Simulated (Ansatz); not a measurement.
The starting structures come from a database of crystals and need not be the phases stable at ambient conditions.

The decay constant κ of evanescent states in the gap governs leakage through a thin film.

Here is the system:

```xyz
20
Lattice="5.4971 0.0000 0.0000 2.7485 9.0672 0.0007 2.7485 0.8328 4.6872" Properties=species:S:1:pos:R:3 pbc="T T T"
K      2.7485     5.7167     0.5960
K      8.2456     4.1833     4.0919
K      2.7485     1.5213     1.3414
K      8.2456     8.3787     3.3464
Li     5.4971     7.3961     1.9093
Li     5.4971     2.5039     2.7786
Al     0.0000     0.0000     0.0000
Al     5.4971     4.9500     2.3439
H      6.9846     8.2014     0.8940
H      4.0096     1.6986     3.7939
H      5.4971     8.6521     3.4307
H      5.4971     1.2479     1.2572
H      4.0096     8.2014     0.8940
H      6.9846     1.6986     3.7939
H      6.7036     3.7786     1.8446
H      4.2905     6.1214     2.8433
H      5.4971     4.1442     3.9021
H      5.4971     5.7558     0.7857
H      4.2905     3.7786     1.8446
H      6.7036     6.1214     2.8433
```

Space group of this cell: R-3m. The cell was relaxed by PBE-D3(BJ); by r2SCAN its mean pressure is 1.0 GPa.

Transport runs along the normal of the first two printed cell vectors, the (101) plane of the conventional cell.

The gap is the functional's own. No spin-orbit coupling. Mid-gap values are interpolated on the energy grid.

Problem. Estimate the band gap and the smallest decay constant κ at mid-gap that Ansatz (a program for electronic structure) with r2SCAN returns for this system.

Solution. Gap 3.36 eV on a 6×6×6 mesh; κ = 0.371 1/Å, at the zone centre.
